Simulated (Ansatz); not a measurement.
For PdGe2 (model structure, started from the C49 type, Cmcm, No. 63, 6 atoms in the cell), PBEsol (PAW; Ansatz, a program for electronic structure) gives:

```
Property                    Result
------------------  --------------
volume per atom      16.33 Å³/atom
formation enthalpy  -0.125 eV/atom
```

Question: What does PBE-D3(BJ) in Ansatz (plane waves, PAW) give for the same quantities?

Answer: 
- equilibrium volume per atom: 16.45 Å³/atom (increases by 0.7 %)
- formation enthalpy: -0.122 eV/atom (moves by +0.003 eV/atom)

Changes are worked out from the printed values.

Unless a cell is named, each level is at its own relaxed cell (PBEsol 16.33, PBE-D3(BJ) 16.45 Å³/atom).

Ansatz's density-functional and Hartree–Fock values are scalar-relativistic unless marked +SOC, with PAW data made under PBE.

A model structure was made by putting elements into a prototype or built by hand; it is no filed structure, need not be a known phase, and can be a saddle point held by its symmetry.
